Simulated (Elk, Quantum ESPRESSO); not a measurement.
A Quantum ESPRESSO input for a self-consistent single point of Pb (Fm-3m, 1 atom in the cell) (DFT, PBE, plane waves, PSlibrary PAW (PBE, semicore) pseudopotentials):

```fortran
&CONTROL
  calculation = 'scf'
  prefix = 'pwscf'
  outdir = './tmp'
  pseudo_dir = './'
  verbosity = 'high'
  tprnfor = .true.
  tstress = .true.
/
&SYSTEM
  ibrav = 0
  nat = 1
  ntyp = 1
  ecutwfc = 55
  ecutrho = 330
  occupations = 'smearing'
  smearing = 'fd'
  degauss = 0.0073499
/
&ELECTRONS
  conv_thr = 1.0d-9
  mixing_beta = 0.4
/
ATOMIC_SPECIES
Pb   207.2000  Pb.pbe-dn-kjpaw_psl.1.0.0.UPF
CELL_PARAMETERS {angstrom}
   0.0000000000     2.4693090000     2.4693090000
   2.4693090000     0.0000000000     2.4693090000
   2.4693090000     2.4693090000     0.0000000000
ATOMIC_POSITIONS {crystal}
Pb    0.0000000000    0.0000000000    0.0000000000
K_POINTS {automatic}
8 8 8  0 0 0
```

Question: Give the Elk input for the same structure, mesh, smearing and functional.

Answer: One input that does it (others would too):

```
tasks
  0

xctype
  20

swidth
  0.00367493

maxscl
  100

scale
  6.599169816

avec
    0.0000000000    0.7071067812    0.7071067812
    0.7071067812    0.0000000000    0.7071067812
    0.7071067812    0.7071067812    0.0000000000

sppath
  './'

atoms
  1
  'Pb.in'
  1
  0.0000000000  0.0000000000  0.0000000000    0.0 0.0 0.0

ngridk
  8 8 8
```

Basis, cutoffs, solver keys and any potentials are the target program's own. This input uses DFT, PBE, all-electron FP-LAPW, Elk's shipped species files, default APW+lo basis.

The starting cell comes from a database of computed structures (which also holds hypothetical and non-ambient phases and stackings), without a prior relaxation at this level. Its lattice was rescaled by a random factor within 2.5 % of one. For this run, on top of that: lattice scaled by 0.98.
